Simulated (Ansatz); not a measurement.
**Hypothetical zinc blende PbTe: element substitutions**

The parent structure is PbTe in the zinc blende structure (space group F-43m, No. 216; a hypothetical phase, not in the database extracts checked).

```yaml
crystal:
  lattice:
    - [0.00000, 3.60280, 3.60280]
    - [3.60280, 0.00000, 3.60280]
    - [3.60280, 3.60280, 0.00000]
  atoms:
    - { symbol: Te, position: [0.25000, 0.25000, 0.25000] }
    - { symbol: Pb, position: [0.00000, 0.00000, 0.00000] }
```

Each row replaces one element on all its sites; cell and atoms are relaxed.

Level of theory: PBEsol (Ansatz, a first-principles code; PAW; 420 eV plane waves; no spin-orbit coupling).

```tsv
change	density	shortest interatomic distance
base	5.94 g/cm³	3.120 Å
Pb → Pt	10.19 g/cm³	2.575 Å
Te → Sn	7.11 g/cm³	2.914 Å
Pb → H	6.48 g/cm³	2.204 Å
```

Whether these cells are dynamically stable was not tested. As relaxed here, PtTe, SnPb and TeH are hypothetical phases, not in the database extracts checked. All final runs are without spin polarisation. An odd electron count without spin: TeH. PtTe has a high density of states at the Fermi level and may be magnetic at this level.
